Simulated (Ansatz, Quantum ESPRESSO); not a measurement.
# Mg (P6_3/mmc, 4 atoms in the cell) computed with different codes at matched settings

Zone-centre phonon calculation.

```
Mg
1.0
    3.15713     0.00000     0.00000
   -1.57857     2.73416     0.00000
    0.00000     0.00000    10.25488
Mg
4
Direct
  0.00000   0.00000   0.00000
  0.00000   0.00000   0.50000
  0.33333   0.66667   0.25000
  0.66667   0.33333   0.75000
```

Shared settings, as Ansatz (a quantum-chemistry and plane-wave program) writes them: kpoints.mp_grid.grid = 8 8 3; scf.occupations.method = gaussian; scf.occupations.width = 0.136 eV. Potentials and cutoffs stand in the table.

```json
[
 {"code": "Ansatz", "model": "LDA (PW92), PAW files made with PBE", "highest zone-centre frequency (cm⁻¹)": "230", "cutoff": "420 eV"},
 {"code": "Quantum ESPRESSO", "model": "LDA (PZ), GBRV 1.5 ultrasoft (LDA) pseudopotentials", "highest zone-centre frequency (cm⁻¹)": "229", "cutoff": "40 Ry"}
]
```

The spread over the programs that give each value: highest zone-centre frequency within 1.0 cm⁻¹.

The same LDA comes in different parametrisations, which differ slightly.

The starting cell comes from a database of computed structures (which also holds hypothetical and non-ambient phases and stackings), without a prior relaxation at this level. Its lattice was rescaled by a random factor within 2.5 % of one.

Keys are those of Ansatz 0.2.
